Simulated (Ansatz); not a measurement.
The reference is CuI in the zinc blende structure (space group F-43m, No. 216).

```xyz
2
Lattice="0.0000 3.0389 3.0389 3.0389 0.0000 3.0389 3.0389 3.0389 0.0000" Properties=species:S:1:pos:R:3 pbc="T T T"
I      4.5584     4.5584     4.5584
Cu     0.0000     0.0000     0.0000
```

Calculations: PBE (Ansatz, an electronic-structure program; PAW; 420 eV plane waves; without spin-orbit coupling), earlier PAW set.

Now apply this change: every I is replaced by Cl; the structure is relaxed again.

Measured lattice parameter a: CuI 6.053 Å (temperature not stated; as listed in arXiv:2305.18931); CuCl 5.4093 Å (0 K or low temperature; as listed in arXiv:1206.3780).

Question: How well does PBE reproduce the measured shift?

Answer: With PBE the lattice parameter a moves by -0.655 Å (6.078 → 5.423) against -0.644 Å measured.

Stability against distortions was not tested. No Hubbard U is applied. All final runs are without spin polarisation.
